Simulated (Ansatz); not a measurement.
System: LaN (model structure, started from the zincblende type, F-43m, No. 216, 2 atoms in the cell). Method: HSE06 (Ansatz, a program for electronic structure, PAW).

Settings: plane-wave cutoff 520 eV, 8×8×8 k mesh, scalar-relativistic PAW data made under PBE.

Cell (relaxed at this level):

```cif
data_LaN
_chemical_formula_sum 'N1 La1'
_space_group_name_H-M_alt 'P 1'
_space_group_IT_number 1
_cell_length_a 3.95410
_cell_length_b 3.95410
_cell_length_c 3.95410
_cell_angle_alpha 60.000
_cell_angle_beta 60.000
_cell_angle_gamma 60.000
loop_
_space_group_symop_operation_xyz
  'x, y, z'
loop_
_atom_site_label
_atom_site_type_symbol
_atom_site_fract_x
_atom_site_fract_y
_atom_site_fract_z
_atom_site_occupancy
N1 N 0.25000 0.25000 0.25000 1
La1 La 0.00000 0.00000 0.00000 1
```

Problem. What does this level give for the Voigt–Reuss–Hill bulk modulus, Voigt–Reuss–Hill shear modulus (Hill average), Young modulus and Poisson ratio?

Solution. 
- Voigt–Reuss–Hill bulk modulus: 92.5 GPa
- Voigt–Reuss–Hill shear modulus (Hill average): 21.6 GPa
- Young modulus: 60.1 GPa
- Poisson ratio: 0.392

Note: the relaxation could raise the start's symmetry but not lower it, so the cell can be a saddle point.

Elastic constants are with the ions relaxed.

Spin–orbit coupling is not included.

Static lattice: no zero-point or thermal effects.

The result took about 40 core-minutes (a rough figure).

A model structure was made by putting elements into a prototype or built by hand; it is no filed structure, need not be a known phase, and can be a saddle point held by its symmetry.
